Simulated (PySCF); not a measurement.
PySCF 2.14.0, HF/def2-svp, df: Nb(Br)(SH)4 ([SH][Nb]([SH])([SH])([SH])[Br]), 10 atoms. The geometry is a generated start, not checked to be a minimum at this level.

```json
{
 "task": "energy",
 "method": "hf",
 "basis": "def2-svp",
 "two_electron_scheme": "density fitting",
 "mol.max_memory": "3000 MB",
 "mf.max_cycle": "100",
 "mf.init_guess": "minao (default)",
 "mf.DIIS": "CDIIS (default)",
 "mf.diis_space": "8 (default)",
 "mf.conv_tol": "1e-09 (default)",
 "effective_core_potentials": "those of the basis set, past Kr",
 "basis_functions": "155"
}
```

```xyz
10

Nb     0.4963    -0.0501     0.2224
Br     0.9960     0.7229     2.5050
S     -1.8751    -0.3330    -0.1972
H     -2.2384     0.8343    -0.7280
S      0.3364    -2.3917     0.8618
H     -0.6774    -2.4305     1.7167
S      2.0879    -0.5396    -1.4663
H      1.2553    -0.8563    -2.4578
S      0.2589     2.2363    -0.6260
H     -0.6399     2.8077     0.1694
```

Charge 0 and multiplicity 1 are set for this test and not shown to be the ground state.

One run each on 2 threads, 1 BLAS thread. Values of level_shift (Hartree) tried: 0 (default), 0.1, 0.3, 1.

### Question
Predict the course of the Fock builds along this series.

### Answer
Fewest Fock builds, within one of each other: 0 (default) with 16, 0.1 with 17. The count rises to 33 at 1. All converge to one solution.

```json
[
 {"level_shift (Hartree)": "0 (default)", "Fock builds": "16", "end": "same solution"},
 {"level_shift (Hartree)": "0.1", "Fock builds": "17", "end": "same solution"},
 {"level_shift (Hartree)": "0.3", "Fock builds": "20", "end": "same solution"},
 {"level_shift (Hartree)": "1", "Fock builds": "33", "end": "same solution"}
]
```
